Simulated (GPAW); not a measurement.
**A self-consistent single point of Sr (Fm-3m, 1 atom in the cell) with GPAW**

Level of theory: PBE, GPAW PAW datasets PBE (gpaw-data 1.0.1) (plane waves; GPAW 25.7.0).

Input as run:

```python
from ase import Atoms
from ase.units import GPa
from gpaw import GPAW, PW, FermiDirac

atoms = Atoms(['Sr'],
              cell=[[0.000000, 3.030880, 3.030880],
                    [3.030880, 0.000000, 3.030880],
                    [3.030880, 3.030880, 0.000000]],
              scaled_positions=[[0.000000, 0.000000, 0.000000]],
              pbc=True)

calc = GPAW(mode=PW(600),
            xc='PBE',
            kpts=(7, 7, 7),
            occupations=FermiDirac(0.1),
            nbands=-7,
            convergence={'forces': 0.001},
            symmetry={'symmorphic': False, 'tolerance': 0.0005},
            maxiter=100)

atoms.calc = calc

energy = atoms.get_potential_energy()
print('Energy (eV):', round(energy, 6))
forces = atoms.get_forces()
print('Forces (eV/Ang):')
print(forces.round(5))
stress = atoms.get_stress()
print('Stress (GPa, Voigt):', (stress / GPa).round(4))
```

Output, abridged:

```
Input parameters:
  convergence: {forces: 0.001}
  kpts: [7 7 7]
  maxiter: 100
  mode: {ecut: 600.0,
         name: pw}
  nbands: -7
  occupations: {fixmagmom: False,
                name: fermi-dirac,
                width: 0.1}
  symmetry: {symmorphic: False,
             tolerance: 0.0005}
  xc: PBE

species:
  Sr:
    name: Strontium
    Z: 38.0
    valence: 10
    core: 28
    charge: 0.0
    file: Sr.PBE.gz

    # Using partial waves for Sr as LCAO basis

Reference energy: -86496.770008  # eV

Spin-paired calculation

Convergence criteria:
 Maximum [total energy] change in last 3 cyles: 0.0005 eV / valence electron
 Maximum integral of absolute [dens]ity change: 0.0001 electrons / valence electron
 Maximum integral of absolute [eigenst]ate change: 4e-08 eV^2 / valence electron
 Maximum change in the atomic [forces] across last 2 cycles: 0.001 eV/Ang OR
Maximum error relative to the maximum force is below inf
 Maximum number of scf [iter]ations: 100

Symmetries present (total): 48
Symmetries with fractional translations: 0
343 k-points: 7 x 7 x 7 Monkhorst-Pack grid
20 k-points in the irreducible part of the Brillouin zone
       k-points in crystal coordinates                weights
   0:     0.00000000    0.00000000    0.00000000          1/343
   1:     0.14285714    0.14285714    0.00000000          6/343
   2:     0.14285714    0.14285714    0.14285714          8/343
   [... 7 lines left out ...]
          ...
  19:     0.42857143    0.42857143    0.42857143          8/343

Wave functions: Plane wave expansion
  Cutoff energy: 600.000 eV
  Number of coefficients (min, max): 1837, 1875
  Pulay-stress correction: 0.000000 eV/Ang^3 (de/decut=0.000000)

Occupation numbers: Fermi-Dirac:
  width: 0.1000  # eV

Eigensolver

Densities:
  Coarse grid: 25*25*25 grid
  Fine grid: 50*50*50 grid
  Total Charge: 0.000000

Density mixing:
  Method: separate
  Backend: pulay
  Linear mixing parameter: 0.05
  old densities: 5
  Damping of long wavelength oscillations: 50

Hamiltonian:
  XC and Coulomb potentials evaluated on a 50*50*50 grid
  External potential:
    NoExternalPotential

XC parameters: PBE with 2 nearest neighbor stencil

Number of atoms: 1
Number of atomic orbitals: 5
Number of bands in calculation: 12
Number of valence electrons: 10
Bands to converge: occupied

Density initialized from atomic densities
  5 bands from LCAO basis set
  7 bands from random numbers

Atomic positions and initial magnetic moments

Positions:
   0 Sr     0.000000    0.000000    0.000000    ( 0.0000,  0.0000,  0.0000)

Unit cell:
           periodic     x           y           z      points  spacing
  1. axis:    yes    0.000000    3.030880    3.030880    25     0.1400
  2. axis:    yes    3.030880    0.000000    3.030880    25     0.1400
  3. axis:    yes    3.030880    3.030880    0.000000    25     0.1400

  Lengths:   4.286312   4.286312   4.286312
  Angles:   60.000000  60.000000  60.000000

Effective grid spacing dv^(1/3) = 0.1527

     iter     time        total  log10-change:
                         energy   eigst   dens  force
iter:   1 --:--:--    -1.643363
iter:   2 --:--:--    -1.723604   -1.17  -1.58
iter:   3 --:--:--    -1.715451   -2.42  -1.59
iter:   4 --:--:--    -1.688097   -2.25  -1.63
iter:   5 --:--:--    -1.688790   -3.66  -2.13
iter:   6 --:--:--    -1.687859c  -3.58  -2.16
iter:   7 --:--:--    -1.687888c  -4.40  -2.51
iter:   8 --:--:--    -1.687895c  -5.82  -3.31
iter:   9 --:--:--    -1.687853c  -5.37  -3.25
iter:  10 --:--:--    -1.687855c  -6.90  -3.68
iter:  11 --:--:--    -1.687855c  -8.36c -4.50c
iter:  12 --:--:--    -1.687854c  -8.09c -4.53c -23.95c

Converged after 12 iterations.

Dipole moment: (-0.000000, -0.000000, 0.000000) |e|*Ang

Energy contributions relative to reference atoms: (reference = -86496.770008)

Kinetic:         -1.111281
Potential:       +2.570744
External:        +0.000000
XC:              -3.018183
Entropy (-ST):   -0.041858
Local:           -0.108205
SIC:             +0.000000
--------------------------
Free energy:     -1.708783
Extrapolated:    -1.687854

Showing only first 2 kpts
 Kpt  Band  Eigenvalues  Occupancy
  0     3    -15.02558    2.00000
  0     4     -0.14428    2.00000
  0     5      5.83806    0.00000
  0     6      5.83806    0.00000

  1     3    -15.03849    2.00000
  1     4      0.28066    2.00000
  1     5      5.28382    0.00000
  1     6      6.04464    0.00000

Fermi level: 3.48031

No gap
No difference between direct/indirect transitions
Energy (eV): -1.687854

Forces in eV/Ang:
  0 Sr    0.00000    0.00000   -0.00000

Stress tensor:
     0.000488    -0.000000     0.000000
    -0.000000     0.000488     0.000000
     0.000000     0.000000     0.000488
Stress (GPa, Voigt): [ 0.0781  0.0781  0.0781  0.      0.     -0.    ]
```

The run converged in 12 iterations. GPAW prints stress with tension positive.

The starting cell has typed, rounded lattice constants, without a prior relaxation at this level. Its lattice was rescaled by up to half a per cent.
